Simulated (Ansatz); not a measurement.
Start from Si in the diamond structure (space group Fd-3m, No. 227; a = 5.444 Å).

Now apply this change: a hydrostatic pressure of 4.2 GPa.

Method: Ansatz (an electronic-structure program), r2SCAN, PAW, cutoff 500 eV, scalar-relativistic without spin-orbit coupling.

Base, band edges from the VBM (valence, conduction): X -3.00, 0.92; W -4.00, 4.59; L -1.27, 1.84; Γ 0.00, 2.74; K -2.55, 1.43; U -2.55, 1.43 eV.

Problem. Give the band edges at the high-symmetry points of the new zone, measured from its valence-band maximum.

Solution. 
```tsv
point	valence edge (eV)	conduction edge (eV)
Γ	0.00	2.76
X	-3.11	0.84
U	-2.64	1.37
K	-2.64	1.37
L	-1.31	2.00
W	-4.18	4.59
```

The gap is 0.70 eV, indirect, Γ → Γ–X (87 % along).

Load acts through the strain it causes; cell and atoms are relaxed under it. No phonon test of stability was made. Tetrahedral semiconductors of this kind turn to denser phases somewhere between about 1 and 50 GPa; those were not computed, so compressed cells here can lie past the real transition.
